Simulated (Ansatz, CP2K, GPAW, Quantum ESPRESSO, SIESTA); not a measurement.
One structure in several programs: Sr (P-1, 2 atoms in the cell)

Self-consistent single point, at a second geometry (atoms moved at random). First geometry:

```yaml
crystal:
  lattice:
    - [4.25862, 0.00000, 0.00000]
    - [-2.12931, 3.68807, 0.00000]
    - [0.00000, 0.00000, 6.97482]
  atoms:
    - { symbol: Sr, position: [0.33333, 0.66667, 0.25000] }
    - { symbol: Sr, position: [0.66667, 0.33333, 0.75000] }
```

Second geometry:
```xyz
2
Lattice="4.2586 0.0000 0.0000 -2.1293 3.6881 0.0000 0.0000 0.0000 6.9748" Properties=species:S:1:pos:R:3 pbc="T T T"
Sr    -0.0294     2.4917     1.7586
Sr     2.1588     1.1964     5.2162
```

Shared settings, as Ansatz (a quantum-chemistry and plane-wave program) writes them: kpoints.mp_grid.grid = 12 12 7; scf.occupations.method = gaussian; scf.occupations.width = 0.272 eV. Potentials and cutoffs stand in the table.

```csv
code,model,ΔF from the first geometry (meV/atom),pressure (GPa),largest force (eV/Å),cutoff
Quantum ESPRESSO,"PBEsol, GBRV 1.5 ultrasoft (PBESOL) pseudopotentials",0.9,-0.51,0.047,40 Ry
GPAW,"PBEsol, GPAW PAW datasets PBEsol (made by gpaw-setup)",0.9,-0.47,0.048,550 eV
CP2K,"PBEsol, GPW, DZVP-MOLOPT-SR-GTH basis, GTH-PBE potentials (GTH_POTENTIALS)",0.9,-0.08,0.053,grid 500 Ry
Ansatz,"PBEsol, PAW files made with PBE",0.9,-0.50,0.047,default
SIESTA,"GGA PBEsol, numerical atomic orbitals DZP, PseudoDojo PBEsol standard norm-conserving potentials (rewritten from UPF to PSML)",1.4,3.79,0.094,grid 350 Ry
```

The spread over the programs that give each value: ΔF from the first geometry within 0.5 meV/atom; pressure within 4.30 GPa; largest force within 0.047 eV/Å.

CP2K and SIESTA use small atom-centred bases, whose incompleteness enters pressures, forces and empty levels differently from a plane-wave cutoff. Ansatz's pressure is given at a fixed set of plane waves, as the other plane-wave codes print theirs. In the pressure, SIESTA (by 4.29) lies more than 1 GPa from the median of the plane-wave programs.

The starting cell comes from a database of computed structures (which also holds hypothetical and non-ambient phases and stackings), without a prior relaxation at this level. Its lattice was rescaled by a random factor within 2.5 % of one. For this run, on top of that: atoms moved at random.

Keys are those of Ansatz 0.2.
